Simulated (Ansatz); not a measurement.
Output of an Ansatz run (abridged):

```
WARN ansatz: RAYON_NUM_THREADS=1 ignored (pool sized by the plan → 1); use --threads N
Pseudopotentials: kind: paw
Pseudopotential: Hf, paw, valence charge 26
Pseudopotential: C, paw, valence charge 4
Crystal: 2 atoms, lattice volume = 25.351 Å³
Basis set: ecut = 420 eV, 531 PW (Γ)
Bands: 19, of which v1, the nominal top of the filled ones, is band 15 counted from 1 (14 counted from 0)
Symmetry: 8 space group operations
Space group: I4mm (ITA 107), of the structure as read, at distance tolerance 2.9e-5 Å
k-points: 163 of 1728 (time reversal used)
PAW frozen core: Hf, regenerated for the run's functional, and the local potential with it
PAW frozen core: C, regenerated for the run's functional, and the local potential with it
Initial density: superposition of atomic densities (neutral atoms: chi_scale 0, normalization atom), corrected by the library's trained network
Initial wavefunctions: pseudopotential atomic-orbital guess
Eigensolver: davidson
Functional: x = slater, c = lda
SCF iter   1: F=—  HF=-15721.814347 eV  |F-HF|=—  |Δ(HF+E_count)|=         —  Δρ=8.26e-3  dr2=2.10e-2  ethr=1.77e-3  ⟨swp⟩=4.8  Hψ=12620  notcnv=0
all-band conjugate gradients solve this SCF's bands
preconditioner: auto → Kerker (q_TF=auto, 2.806 Å⁻¹)
SCF iter   2: F=—  HF=-15721.809677 eV  |F-HF|=—  |Δ(HF+E_count)|=   4.67e-3  Δρ=3.57e-3  dr2=2.41e-3  ethr=7.01e-5  ⟨swp⟩=1.0  Hψ=4433  notcnv=0
SCF iter   3: F=—  HF=-15721.809205 eV  |F-HF|=—  |Δ(HF+E_count)|=   4.72e-4  Δρ=1.37e-3  dr2=2.67e-4  ethr=8.03e-6  ⟨swp⟩=2.0  Hψ=4779  notcnv=0
SCF iter   4: F=—  HF=-15721.809116 eV  |F-HF|=—  |Δ(HF+E_count)|=   8.92e-5  Δρ=6.92e-4  dr2=5.39e-5  ethr=8.90e-7  ⟨swp⟩=2.1  Hψ=5066  notcnv=0
SCF iter   5: F=—  HF=-15721.809104 eV  |F-HF|=—  |Δ(HF+E_count)|=   1.16e-5  Δρ=9.34e-5  dr2=1.29e-6  ethr=1.80e-7  ⟨swp⟩=2.5  Hψ=4916  notcnv=0
SCF iter   6: F=-15721.809104 eV  HF=-15721.809104 eV  |F-HF|=1.28e-8  |Δ(HF+E_count)|=   2.31e-7  Δρ=1.28e-5  dr2=3.79e-8  ethr=3.33e-10  ⟨swp⟩=4.5  Hψ=15381  notcnv=0
SCF 1 converged in 6 iterations: F = -15721.809104 eV  dr2 = 3.79e-8
SCF converged after 6 iterations
Free energy (F): -15721.809104 eV
Harris-Foulkes:  -15721.809104 eV  (|F-HF|=1.28e-8)
Internal energy: -15721.799726 eV  (E = F + TS)
E sigma→0 (E₀):  -15721.804415 eV
Entropy (-TS):   -0.009378 eV (-4.689 meV/atom)
Fermi energy:    19.606526 eV
--- Per-component energies (eV) ---
  E_band       = 95.366409
  E_kinetic    = 510.813363
  E_local      = -5027.127382  (includes V_loc(G=0)·N_el)
  E_nonlocal   = -1204.622083
  E_hartree    = 2367.511875
  E_xc         = -345.647604
  E_vxc        = -326.468468  (∫ρ·V_xc dr)
  E_paw        = -6777.016341  (= ΣΔE_a)
  E_vpaw       = 1407.751996  (= ΣTr[D̂ρ^β])
  E_aug_tail   = 0.000008  (compensation charges beyond the density's cutoff)
  E_ewald      = -5248.231637
  E_core_change = 2.520075  (= ΣΔE_core)
  E_smearing   = -0.009378  (= −TS)
  E_closure    = -0.000000  (closes the sum)
  Σ components = -15721.809104   (vs F -15721.809104, Δ=0.00e0)
--- Forces (eV/Å), atoms counted from 1 ---
  atom   1  Hf     0.00000000     0.00000000    -0.34000400
  atom   2  C      0.00000000     0.00000000     0.34001607
  max |Σ_I F_I| component: 1.21e-5 eV/Å
--- Stress (GPa, compression-positive) ---
      -13.671638       0.000000       0.000000
        0.000000     -13.671638       0.000000
        0.000000       0.000000     -12.975574
  P = ⅓ Tr σ = -13.4396 GPa (-134.396 kbar)
  The stress holds the Pulay correction. Without it, at fixed plane waves, as pw.x and ABINIT print it: P = -13.7170 GPa
--- Band table (eV; the first three rows and the last of 163) ---
  k-point 0: bands = ["-41.5382", "-9.9991", "-9.9991", "-9.9984", "7.4500", "8.4403", "8.4511", "8.4511", "8.4531", "8.5286", "8.5286", "8.5286", "20.4380", "20.4380", "20.5857", "20.8678", "21.0930", "21.0930", "22.8637"]
  k-point 1: bands = ["-41.5356", "-10.0459", "-10.0037", "-10.0031", "7.6168", "8.4428", "8.4538", "8.4550", "8.4599", "8.5249", "8.5249", "8.5288", "19.4352", "19.7989", "19.8935", "21.1760", "21.2449", "21.6071", "23.7024"]
  k-point 2: bands = ["-41.5285", "-10.1723", "-10.0162", "-10.0156", "8.0590", "8.4498", "8.4651", "8.4657", "8.5113", "8.5151", "8.5152", "8.5292", "18.0458", "18.7628", "18.8008", "21.7085", "21.7372", "22.0793", "25.2693"]
  k-point 162: bands = ["-41.4862", "-10.5802", "-10.2269", "-10.2269", "8.4740", "8.4740", "8.4747", "8.4972", "8.5057", "8.5065", "8.5065", "9.3691", "17.0387", "17.7750", "19.5438", "19.5438", "24.7581", "26.1151", "26.1151"]
```

The structure:

```xyz
2
Lattice="0.0000 2.3316 2.3316 2.3316 0.0000 2.3316 2.3316 2.3316 0.0000" Properties=species:S:1:pos:R:3 pbc="T T T"
Hf     0.0000     0.0000     0.0500
C      2.3316     2.3316     2.3316
```

Question: What input produced this log?

Answer: Other spellings and defaults could give the same log, and not every line can be read from it. The input that was run (DFT, LDA (PW92), plane waves, default PAW files made with PBE):

Ansatz 0.2 input:
```yaml
crystal:
  lattice:
    - [0.000000, 2.331600, 2.331600]
    - [2.331600, 0.000000, 2.331600]
    - [2.331600, 2.331600, 0.000000]
  atoms:
    - { symbol: Hf, position: [0.010722, 0.010722, -0.010722] }
    - { symbol: C, position: [0.500000, 0.500000, 0.500000] }
basis:
  ecutwfc: 420.0
kpoints:
  mp_grid: { grid: [12, 12, 12] }
hamiltonian:
  xc: lda
  pseudopotentials: { kind: paw }
scf:
  occupations: { method: fermi_dirac, width: 0.1 }
output:
  forces: true
  eigenvalues: true
  stress: true
```

The starting cell has typed, rounded lattice constants, without a prior relaxation at this level. Its lattice was rescaled by up to half a per cent. One atom was moved a little off its site on purpose. Spin-orbit coupling is off. With a pressure of about -13 GPa the cell is away from its equilibrium volume at this level. Ansatz's pressure includes its estimate of the finite-basis (Pulay) stress.

Ansatz is a program for electronic structure.
